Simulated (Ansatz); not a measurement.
Interlayer binding energy of 1T (CdI2-type) PtTe2 at several levels of theory

No measured value is used here.

```json
[
 {"level (code)": "LDA (Ansatz)", "value (meV/Å²)": "31.4", "cell (Å³/atom)": "23.75"},
 {"level (code)": "PBE (Ansatz)", "value (meV/Å²)": "6.9", "cell (Å³/atom)": "26.00"},
 {"level (code)": "PBEsol (Ansatz)", "value (meV/Å²)": "21.8", "cell (Å³/atom)": "24.26"},
 {"level (code)": "PBE-D3(BJ) (Ansatz)", "value (meV/Å²)": "50.8", "cell (Å³/atom)": "24.15"},
 {"level (code)": "PBE-D4 (Ansatz)", "value (meV/Å²)": "47.8", "cell (Å³/atom)": "24.15"},
 {"level (code)": "rVV10 (Ansatz)", "value (meV/Å²)": "37.0", "cell (Å³/atom)": "26.58"},
 {"level (code)": "HSE06-D3(BJ) (Ansatz)", "value (meV/Å²)": "69.3", "cell (Å³/atom)": "23.04"},
 {"level (code)": "PBE0-D3(BJ) (Ansatz)", "value (meV/Å²)": "53.5", "cell (Å³/atom)": "24.15"},
 {"level (code)": "PBE0-D4 (Ansatz)", "value (meV/Å²)": "43.8", "cell (Å³/atom)": "23.64"}
]
```

Density-functional levels without +SOC have no spin–orbit coupling. LDA: LDA has no dispersion term either, though it tends to give short spacings of layers, chains or molecules. PBE, PBEsol: the cell comes from a level without a dispersion term, which matters for the spacing of layers, chains or molecules. HSE06-D3(BJ), PBE0-D3(BJ), PBE0-D4: exact exchange on metals is sensitive to the k mesh and can open a false gap. HSE06-D3(BJ), PBE0-D3(BJ), PBE0-D4: the run warned that the count of filled bands differs between k points. Values are at the level's own relaxed cell; PBE0-D3(BJ) at the PBE-D3(BJ) cell. Ansatz's density-functional and Hartree–Fock values are scalar-relativistic unless marked +SOC, with PAW data made under PBE.

Ansatz is a quantum-chemistry and plane-wave program.
